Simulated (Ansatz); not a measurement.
Take Tl2S in the anti-fluorite structure (space group Fm-3m, No. 225; a = 7.375 Å; a hypothetical phase, not in the database extracts checked) as the base.

(Cell as relaxed with PBE.)

Levels (all Ansatz, a first-principles code, PAW): PBE (420 eV, no spin-orbit coupling); PBEsol (420 eV, spin-orbit coupling left out).

Each level relaxes its own structure.

```
quantity                  PBE    PBEsol
-------------------  --------  --------
volume per atom      33.43 Å³  30.46 Å³
lattice parameter a   7.375 Å   7.150 Å
```

PBE's volume per atom lies 2.97 Å³ above PBEsol's (9.7 %); PBE's lattice parameter a lies 0.225 Å above PBEsol's (3.1 %). Neither level is exact; PBEsol is the comparison here, not a measurement.

No phonon test of stability was made. The final runs are not spin-polarised.
